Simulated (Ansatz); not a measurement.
An Ansatz (a quantum-chemistry and plane-wave program) run: Hf2Cu; PBEsol (Ansatz; PAW; 420 eV plane waves; no spin-orbit coupling).

Input:

Ansatz 0.2 input:
```yaml
crystal:
  lattice:
    - [-1.5694421917, 1.5694421917, 5.5034212377]
    - [1.5694421917, -1.5694421917, 5.5034212377]
    - [1.5694421917, 1.5694421917, -5.5034212377]
  atoms:
    - { symbol: Hf, position: [0.3442360445, 0.3442360445, 0] }
    - { symbol: Hf, position: [0.6557639555, 0.6557639555, 0] }
    - { symbol: Cu, position: [0, 0, 0] }
basis: { ecutwfc: 420, ecutrho_ratio: 4, xc_grid: 2, fft_grid_basis: typed }
kpoints: { mp_grid: { grid: [21, 21, 21] } }
hamiltonian:
  xc: pbesol
  dispersion: none
  pseudopotentials: { kind: paw }
scf: { occupations: { method: fermi_dirac, width: 0.05 }, convergence: { dr2_threshold: 0.0000000003 } }
output: { forces: true, stress: true }
```

Output (explanatory and most iteration lines left out):

```
Pseudopotential: Hf, paw, valence charge 26
Pseudopotential: Cu, paw, valence charge 19
Crystal: 3 atoms, lattice volume = 54.223 Å³
Basis set: ecut = 420 eV, 1079 PW (Γ), exchange–correlation on 80×80×80 points (8 copies of the dense FFT grid, shifted against one another)
Bands: 41, of which v1, the nominal top of the filled ones, is band 36 counted from 1 (35 counted from 0)
Symmetry: 16 space group operations
Space group: I4/mmm (ITA 139), of the structure as read, at distance tolerance 3.8e-5 Å
k-points: 726 of 9261
Functional: x = pbesol(κ = 0.804, μ = 0.12345679012345678), c = pbesol(β = 0.046)
SCF iter   1: F=—  HF=-37785.314944 eV  |F-HF|=—  |Δ(HF+E_count)|=         —  Δρ=1.45e-2  dr2=1.04e-1  ethr=1.77e-3  ⟨swp⟩=5.6  Hψ=91778  notcnv=0
SCF iter   2: F=—  HF=-37785.304731 eV  |F-HF|=—  |Δ(HF+E_count)|=   1.02e-2  Δρ=2.89e-3  dr2=1.15e-2  ethr=1.46e-4  ⟨swp⟩=2.1  Hψ=45388  notcnv=0  defer=55
SCF 1 converged in 10 iterations: F = -37785.302383 eV  dr2 = 9.12e-11
SCF converged after 10 iterations
Free energy (F): -37785.302383 eV
Internal energy: -37785.290539 eV  (E = F + TS)
E sigma→0 (E₀):  -37785.296461 eV
Entropy (-TS):   -0.011844 eV (-3.948 meV/atom)
Fermi energy:    20.000429 eV
--- Forces (eV/Å), atoms counted from 1 ---
  atom   1  Hf    -0.00000000    -0.00000000    -0.00023185
  atom   2  Hf    -0.00000000    -0.00000000     0.00023185
  atom   3  Cu     0.00000000     0.00000000     0.00000000
--- Stress (GPa, compression-positive) ---
        0.000934       0.000000       0.000000
        0.000000       0.000934       0.000000
        0.000000       0.000000       0.000817
  P = ⅓ Tr σ = 0.0009 GPa (0.009 kbar)
```

Whether these cells are dynamically stable was not tested. All final runs are without spin polarisation. The cell is Hf2Cu (space group I4/mmm, No. 139).
